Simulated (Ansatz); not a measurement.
**PBE against r2SCAN: Sn, biaxial strain −3.41 %, plane normal [001], relaxed out of plane**

Consider Sn (space group I4_1/amd, No. 141; a = 5.949 Å, c = 3.214 Å; relaxed with 0.1 eV smearing). Axes: x, y, z lie along a, b, c of the conventional cell.

(Cell as relaxed with PBE.)

Levels (all Ansatz, a first-principles code, PAW): PBE (420 eV, spin-orbit coupling left out); r2SCAN (500 eV, without spin-orbit coupling).

Each level relaxes its own structure.

```
base                      PBE    r2SCAN
-------------------  --------  --------
volume per atom      28.44 Å³  27.60 Å³
lattice parameter a   5.949 Å   5.887 Å
band gap                 zero      zero
```

It is then changed as follows: biaxial strain −3.41 %, plane normal [001], relaxed out of plane (Cartesian); in-plane vectors clamped, the third vector and the atoms free.

| quantity | PBE | r2SCAN |
|---|---|---|
| ratio −ε⊥/ε∥ | 0.95 | [?] |
| mean in-plane stress (compression positive) | +3.5 GPa | [?] |

### Question
Given the PBE results, estimate those of r2SCAN.

### Answer

- ratio −ε⊥/ε∥, r2SCAN: 0.99
- mean in-plane stress (compression positive), r2SCAN: +3.8 GPa

PBE's ratio −ε⊥/ε∥ lies 0.04 below r2SCAN's; PBE's in-plane stress lies 0.3 GPa below r2SCAN's. Neither level is exact; r2SCAN is the comparison here, not a measurement.

A biaxial case was relaxed in a doubled cell and then solved in the primitive one. Whether these cells are dynamically stable was not tested.
